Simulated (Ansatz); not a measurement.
**InAgTe2: strain tensor (xx, yy, zz, yz, xz, xy) = (−0.21, −0.37, +0.24, +0.36, +0.14, +0.44) %**

The reference is InAgTe₂ in the chalcopyrite structure (space group I-42d, No. 122; a = 6.431 Å, c = 12.767 Å). Axes: x, y, z lie along a, b, c of the conventional cell.

Modification: the symmetric strain tensor [-0.0021 0.0044 0.0014; 0.0044 -0.0037 0.0035; 0.0014 0.0035 0.0024], atoms relaxed at fixed cell.

The values are results of PBEsol/PAW in Ansatz (a quantum-chemistry and plane-wave program), scalar-relativistic without spin-orbit coupling, not measurements. k-mesh 7×7×7 (Γ-centred); smearing 0.05 eV (Fermi–Dirac).

The volume per atom shrinks by 0.11 Å³, from 33.00 Å³ to 32.89 Å³ and the space group goes from I-42d (No. 122) to P1 (No. 1). The shortest interatomic distance falls by 0.5 pm to 274.1 pm and the energy rises by 0.4 meV/atom. The band gap goes up by 0.01 eV (0.08 eV → 0.09 eV) (uncertain: the edges found look like a band crossing or inverted bands; the changed cell) and the largest internal atomic displacement comes out as 0.015 Å. The stress (xx, yy, zz, yz, xz, xy; compression positive) comes out as (0.17, 0.20, 0.10, -0.14, -0.06, -0.18) GPa.

With Te present, leaving out spin-orbit coupling can change the band edges. Stability against distortions was not tested. A zero or small gap of InAgTe2 can be the functional's error rather than a property of the material.
